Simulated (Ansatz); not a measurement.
Carrier properties of BP (F-43m)

Input:

```xyz
2
Lattice="0.0000 2.2601 2.2601 2.2601 0.0000 2.2601 2.2601 2.2601 0.0000" Properties=species:S:1:pos:R:3 pbc="T T T"
B      0.0000     0.0000     0.0000
P      1.1300     1.1300     1.1300
```

The numbers are results of r2SCAN with spin-orbit coupling, rigid bands (plane waves, PAW; Ansatz, an electronic-structure program), not measurements. How the cell was made: cell and atoms relaxed with PBEsol.

```json
{
  "band_gap": "1.38 eV",
  "electron conductivity mass (300 K, dilute)": "0.32 mₑ",
  "hole conductivity mass (300 K, dilute)": "0.40 mₑ",
  "effective density of states N_c (300 K)": "4.1e19 cm⁻³",
  "effective density of states N_v (300 K)": "2.3e19 cm⁻³",
  "density_of_states_mass_electrons": "1.40 mₑ",
  "density_of_states_mass_holes": "0.94 mₑ",
  "Seebeck coefficient, n-type 1e19 cm⁻³, 300 K": "-336 μV/K",
  "best n-type power factor at 300 K for τ = 10 fs (best axis; densities from 1e16 to 1e21 cm⁻³ tried, whether or not they can be reached)": "20 μW/(cm·K²) at 1e20 cm⁻³",
  "Seebeck coefficient, p-type 1e19 cm⁻³, 300 K": "318 μV/K",
  "best p-type power factor at 300 K for τ = 10 fs (best axis; densities from 1e16 to 1e21 cm⁻³ tried, whether or not they can be reached)": "14.5 μW/(cm·K²) at 1e20 cm⁻³"
}
```

Rigid bands; masses and Seebeck coefficients take one relaxation time τ for all states and one kind of carrier; polarons and phonon drag are left out. Geometry: cell and atoms relaxed with PBEsol.
